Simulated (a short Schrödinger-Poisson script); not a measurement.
Stack: gated Al0.4Ga0.6As/GaAs δ-doped gas, at 300 K.

```tsv
layer	material	thickness (nm)	Na (cm⁻³)
1	Al0.4Ga0.6As	15	-
2	Al0.4Ga0.6As	20	-
3	GaAs	6000	6e14
```

The device is made up for the run: typed textbook-type constants, with dimensions and the other settings drawn at random. Al0.4Ga0.6As: permittivity 11.76, conduction-band edge (eV) 0.316, gap (eV) 1.923, electron mass (mₑ) 0.1002, Nv at 300 K (cm⁻³) 9e18. GaAs: permittivity 12.9, conduction-band edge (eV) 0, gap (eV) 1.424, Nv at 300 K (cm⁻³) 9e18.

Channel valleys (confinement mass, in-plane density-of-states mass, number): Γ 0.067, 0.067, 1. At the gate the conduction-band edge of layer 1 lies 1.07 eV − eVg above the Fermi level of the channel; the field vanishes at the back. Sheet of ionised δ-doping: +3e12 e/cm² at 15 nm from the gate. The barrier under the gate holds no holes. Gaps are held at their typed values at every temperature. Mesh 0.08 nm at interfaces.

From a short Schrödinger-Poisson script (our own, NumPy): 1D Poisson equation in equilibrium, electrons quantum, Hartree (BenDaniel-Duke, 40 states a valley, the channel's in-plane mass for all, wave functions free to enter the barrier), parabolic valleys, classical holes, full ionisation, no traps, pinning or gate leakage.

Question: List the lowest subbands of each valley and their electrons at Vg = 0.5 V.

Answer: 
```tsv
valley	subband	energy from the Fermi level (meV)	electrons (cm⁻²)	share (%)
Γ	0	8.6	3.92e11	62.6
Γ	1	47.3	1.08e11	17.2
Γ	2	71.0	4.50e10	7.2
```

All electrons: 6.25e11 cm⁻².
